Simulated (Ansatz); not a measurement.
The starting structures come from a database of crystals and need not be the phases stable at ambient conditions.

 Where the default PAW files enter, the runs use the earlier of Ansatz's two default sets.

The decay constant κ of evanescent states in the gap governs leakage through a thin film.

Consider the following.

```xyz
4
Lattice="3.9302 0.0000 0.0000 1.9651 3.4037 0.0000 1.9651 1.1346 6.4173" Properties=species:S:1:pos:R:3 pbc="T T T"
Ga     5.8953     3.4037     0.0470
Ga     3.9302     2.2691     3.1606
P      3.9302     2.2691     0.8017
As     1.9651     1.1346     4.0121
```

Space group of this cell: R3m. The cell is taken as given.

Transport runs along the normal of the first two printed cell vectors, the (001) plane of the conventional cell.

The gap is the functional's own, uncorrected, and κ follows it; spin-orbit coupling is left out. Mid-gap values are interpolated between the computed energies.

Estimate the band gap and the smallest decay constant κ at mid-gap that r2SCAN (Ansatz, a first-principles code) returns for this system.

Gap 1.46 eV on a 10×10×10 mesh; κ = 0.090 1/Å, at the zone centre.
